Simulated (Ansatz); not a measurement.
Take GaAs in the zinc blende structure (space group F-43m, No. 216; a = 5.667 Å) as the base. Axes: x, y, z lie along the cube axes.

Method: r2SCAN in Ansatz (plane waves to 500 eV, PAW, no spin-orbit coupling).

Modification: tensile biaxial strain of 2.00 % in the plane normal to [001], as in epitaxy on a mismatched substrate; the out-of-plane cell vector and the atoms relax.

Problem. What does the calculation give for the ratio −ε⊥/ε∥ after the change?

Solution. The ratio −ε⊥/ε∥ is 0.86.

No phonon test of stability was made.

Ansatz is a first-principles code.
